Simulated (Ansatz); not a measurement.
The structure below was relaxed with PBEsol in Ansatz (plane waves to 420 eV, PAW, without spin-orbit coupling), earlier PAW set.

```yaml
crystal:
  lattice:
    - [-1.57724, 1.57724, 1.57724]
    - [1.57724, -1.57724, 1.57724]
    - [1.57724, 1.57724, -1.57724]
  atoms:
    - { symbol: W, position: [0.00000, 0.00000, 0.00000] }
```

### Question
Find the space group and the Wyckoff positions.

### Answer
Space group Im-3m (No. 229); a = b = c = 3.1545 Å, α = β = γ = 90.00°

```json
[
 {"atom": "W", "site": "2a", "symmetry": "m-3m", "x": "0.0000", "y": "0.0000", "z": "0.0000"}
]
```

Whether these cells are dynamically stable was not tested. The final runs are not spin-polarised. The cell was made from Se by this change: Se → W. No dispersion term is included in the PBEsol runs.

Ansatz is an electronic-structure program.
